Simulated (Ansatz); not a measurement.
Abridged Ansatz (a quantum-chemistry and plane-wave program) output:

```
Pseudopotential: Fe, paw, valence charge 16
Pseudopotential: S, paw, valence charge 6
Crystal: 6 atoms, lattice volume = 81.391 Å³
Basis set: ecut = 420 eV, 1603 PW (Γ), exchange–correlation on 60×80×48 points (8 copies of the dense FFT grid, shifted against one another)
Bands: 34, of which v1, the nominal top of the filled ones, is band 28 counted from 1 (27 counted from 0)
Symmetry: 8 space group operations
k-points: 120 of 480
Functional: x = pbe(κ = 0.804, μ = 0.2195149727645171), c = pbe(β = 0.06672455060314922)
SCF iter   1: F=—  HF=-12572.417460 eV  |F-HF|=—  |Δ(HF+E_count)|=         —  Δρ=6.30e-3  dr2=9.23e-3  ethr=1.77e-3  ⟨swp⟩=6.3  Hψ=17026  notcnv=0
SCF iter   2: F=—  HF=-12572.414158 eV  |F-HF|=—  |Δ(HF+E_count)|=   3.30e-3  Δρ=3.04e-3  dr2=2.36e-3  ethr=1.65e-5  ⟨swp⟩=2.1  Hψ=7129  notcnv=0
SCF 1 converged in 8 iterations: F = -12572.414579 eV  dr2 = 5.58e-10
SCF converged after 8 iterations
Free energy (F): -12572.414579 eV
Internal energy: -12572.414564 eV  (E = F + TS)
E sigma→0 (E₀):  -12572.414571 eV
Entropy (-TS):   -0.000015 eV (-0.002 meV/atom)
Fermi energy:    12.971019 eV
--- Forces (eV/Å), atoms counted from 1 ---
  atom   1  Fe    -0.00000000     0.00000000    -0.00000000
  atom   2  Fe     0.00000000     0.00000000    -0.00000000
  atom   3  S      0.00003661    -0.00050222     0.00000000
  atom   4  S      0.00003661     0.00050222     0.00000000
  atom   5  S     -0.00003661    -0.00050222    -0.00000000
  atom   6  S     -0.00003661     0.00050222    -0.00000000
--- Stress (GPa, compression-positive) ---
       -0.001676       0.000000      -0.000000
        0.000000       0.001306       0.000000
       -0.000000       0.000000      -0.002385
  P = ⅓ Tr σ = -0.0009 GPa (-0.009 kbar)
```

Q: What was computed, and what are the main results?

A: FeS2, 6 atoms in the cell, with DFT with PBE, PAW potentials and a 420 eV plane-wave cutoff in Ansatz, no spin-orbit coupling. The last SCF converged to F = -12572.414579 eV, or -2095.4024 eV per atom, at a pressure of 0.00 GPa. The total energy compares only with runs of the same code, potentials and settings.

Whether these cells are dynamically stable was not tested. Seeded moments were not kept for ↑↓↑↓ start, q = (1/2, 0, 0), 12 atoms. The final runs are not spin-polarised. The cell was made from FeS2 (space group Pnnm, No. 58; non-magnetic) by this change: ↑↓↑↓ start, q = (1/2, 0, 0), 12 atoms.
